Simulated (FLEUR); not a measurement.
Band structure of SrAlGeH (P3m1, 4 atoms in the cell).

```yaml
crystal:
  lattice:
    - [4.26579, 0.00000, 0.00000]
    - [-2.13289, 3.69428, 0.00000]
    - [0.00000, 0.00000, 4.96727]
  atoms:
    - { symbol: Sr, position: [0.33333, 0.66667, 0.00460] }
    - { symbol: Al, position: [0.00000, 0.00000, 0.45805] }
    - { symbol: Ge, position: [0.66667, 0.33333, 0.56130] }
    - { symbol: H, position: [0.00000, 0.00000, 0.10525] }
```

Method: PBEsol, all-electron FLAPW (FLEUR), scalar-relativistic valence.

Settings: Kmax = 4.7 1/bohr; GmaxXC = 18.8 1/bohr; xcFunctional = PBEs; jspins = 1; l_soc = F; mode = hist; fermiSmearingEnergy = 0.00036749 Htr; mesh (inpgen div1-3) = 5 5 4; inpgen gamma flag = true; Gmax = 18.8 1/bohr; numbands = 0; maxIterBroyd = 25; imix = Anderson; alpha = 0.05.

The starting cell comes from a database of computed structures (which also holds hypothetical and non-ambient phases and stackings), without a prior relaxation at this level. Values depend on the basis (sphere radii, cutoffs, local orbitals), which need not be converged.

Levels in eV from the Fermi level, bands 11 to 18:
```tsv
point	11	12	13	14	15	16	17	18
Γ	-4.60	-1.41	-0.56	-0.56	1.33	3.17	3.17	4.44
M	-6.34	-3.15	-1.44	-0.64	0.71	2.19	2.82	3.19
K	-6.24	-3.60	-2.61	-0.68	1.14	2.77	3.95	4.94
A	-5.99	-0.15	-0.15	0.00	1.47	1.94	1.94	2.83
L	-5.73	-4.01	-1.76	-1.54	1.40	3.30	4.57	4.81
H	-6.00	-3.80	-2.89	-1.21	2.17	3.90	5.09	5.12
```
